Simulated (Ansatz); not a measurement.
For SnS2 (Fd-3m, No. 227, 12 atoms in the cell; start mp-1095397; a measured phase of this formula has another space group), LDA (PAW; Ansatz, a quantum-chemistry and plane-wave program) gives:

```
Item                            Value
---------------------------  --------
lattice parameter a          10.245 Å
band gap at the PBEsol cell   0.95 eV
```

**Question.** What does PBEsol (Ansatz, plane waves, PAW) give for the same quantities?

**Answer.** 
- lattice constant a: 10.358 Å (grows by 1.1 %)
- band gap at the PBEsol cell: 1.06 eV (rises by 0.11 eV)

Changes are worked out from the printed values.

Unless a cell is named, each level is at its own relaxed cell (LDA 22.40, PBEsol 23.15 Å³/atom).

Spin–orbit coupling is included only where a level's name says +SOC; with heavier elements it mostly lowers gaps and can invert bands. Density-functional gaps are differences of (generalised) Kohn–Sham levels.

Caveats: the relaxation could not lower the start's symmetry, so the cell can be a saddle point above a distorted one (LDA, PBEsol). Ansatz's density-functional and Hartree–Fock values are scalar-relativistic unless marked +SOC, with PAW data made under PBE.

A start named mp-… is a Materials Project structure, which need not be a measured phase.
